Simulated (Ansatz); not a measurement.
Ga vacancy + Si on the Ga site in beta Ga2O3 (the name describes the start): one set of geometries, relaxed with PBE, evaluated in Ansatz (PAW, plane waves to 420 eV, 500 eV under r2SCAN) with PBE, r2SCAN.

Details: 120-site cell; 2×2×2 shifted k-points; start: the Ga(2) site; Ga(2) 3.08 Å away; not converged in cell size; relaxed from one start, so a lower configuration may exist; flagged in the runs: a host whose relaxation on this sampling wasn't shown to rest.

```tsv
quantity	PBE	r2SCAN
host gap (eV)	2.01	[?]
neutral formation energy against alpha gallium, silicon (eV)	5.43	[?]
largest moment on one atom at charge 0 (μB)	0.41	[?]
```

### Question
Given the lower rungs, what does r2SCAN give?

### Answer

- host gap (eV), r2SCAN: 2.65
- neutral formation energy against alpha gallium, silicon (eV), r2SCAN: 6.65
- largest moment on one atom at charge 0 (μB), r2SCAN: 0.54

Ansatz is a quantum-chemistry and plane-wave program.
